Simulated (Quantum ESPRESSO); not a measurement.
Converging the plane-wave cutoff: Tc (P-3m1, 2 atoms in the cell)

```
Tc
1.0
    2.72630     0.00000     0.00000
   -1.36315     2.36104     0.00000
    0.00000     0.00000     4.36805
Tc
2
Cartesian
  0.00000   1.57403   1.14201
  1.36315   0.78701   3.27604
```

Computed with PBEsol, GBRV 1.5 ultrasoft (PBESOL) pseudopotentials (plane waves; Quantum ESPRESSO).

Base settings: ecutwfc = 40 Ry; ecutrho = 320 Ry; occupations = smearing; smearing = gaussian; degauss = 0.0073499 Ry; potentials = {Tc: tc_pbesol_v1.uspp.F.UPF}; K_POINTS = automatic 5 5 3 0 0 0; conv_thr = 1e-10 Ry; mixing_beta = 0.7.

Moved along: ecutrho.

The second cell is the first with its lattice scaled by 0.98.

The mesh stays at the base's, so the ladder's end is converged at best in this setting alone.

Only quantities that move along the ladder and can be compared are tabulated.

The count of work is k-points × plane waves × bands × iterations; it is no time. 

The starting cell has typed, rounded lattice constants, without a prior relaxation at this level. Its lattice was rescaled by up to half a per cent. One atom was moved a little off its site on purpose. Spin polarisation is off. Without a gap this mesh is coarse (it stands for a supercell whose shortest vector is 13 Å).

| ecutwfc | free energy less the last step's (meV/atom) | energy of the compressed cell less the first (meV/atom) | pressure (GPa) | largest difference of a force vector from the last step's (eV/Å) | count of work / last |
|---|---|---|---|---|---|
| 14 Ry | 17217.95 | 212.04 | -764.82 | 2.528 | 0.052 |
| 16 Ry | 7015.99 | 391.37 | -389.72 | 0.245 | 0.064 |
| 18 Ry | 2512.27 | 126.59 | -175.76 | 0.456 | 0.076 |
| 20 Ry | 787.70 | 76.31 | -69.72 | 0.216 | 0.096 |
| 22 Ry | 266.11 | 46.66 | -26.52 | 0.017 | 0.11 |
| 24 Ry | 114.32 | 43.62 | -9.26 | 0.003 | 0.13 |
| 28 Ry | 71.75 | 44.00 | -2.41 | 0.005 | 0.16 |
| 32 Ry | 57.58 | 43.28 | -3.43 | 0.003 | 0.19 |
| 36 Ry | 38.73 | 43.19 | -3.23 | 0.002 | 0.23 |
| 40 Ry | 30.20 | 42.52 | -2.62 | 0.002 | 0.27 |
| 44 Ry | 28.09 | 42.46 | -2.48 | 0.001 | 0.32 |
| 48 Ry | 25.32 | 42.09 | -2.77 | 0.002 | 0.36 |
| 54 Ry | 17.19 | 41.87 | -3.03 | 0.002 | 0.42 |
| 60 Ry | 9.81 | 42.11 | -2.75 | 0.001 | 0.49 |
| 70 Ry | 7.34 | 42.11 | -2.41 | 0.001 | 0.62 |
| 80 Ry | 4.49 | 42.21 | -2.68 | 0.001 | 0.77 |
| 96 Ry | 0.00 | 42.14 | -2.43 | 0.000 | 1.0 |

Coarsest ecutwfc that holds the energy of the compressed cell less the first within 2 meV/atom of the last step, with all finer ones: 24 Ry, at 0.13 of the last step's count of work; the step before is off by 4.5 meV/atom.

Coarsest ecutwfc that holds the forces within 0.02 eV/Å of the last step, with all finer ones: 22 Ry, at 0.11 of the last step's count of work; the step before is off by 0.22 eV/Å.

Coarsest ecutwfc that holds the pressure within 0.5 GPa of the last step, with all finer ones: 60 Ry; the step before is off by 0.60 GPa.

Two neighbours can agree and both be off: 32 Ry and 36 Ry differ by 0.09 meV/atom in the energy of the compressed cell less the first, yet lie about 1.0 meV/atom from the last step.

At the lowest cutoff the pressure lies 762 GPa under the last step's, the usual sign of Pulay stress in an incomplete plane-wave basis.
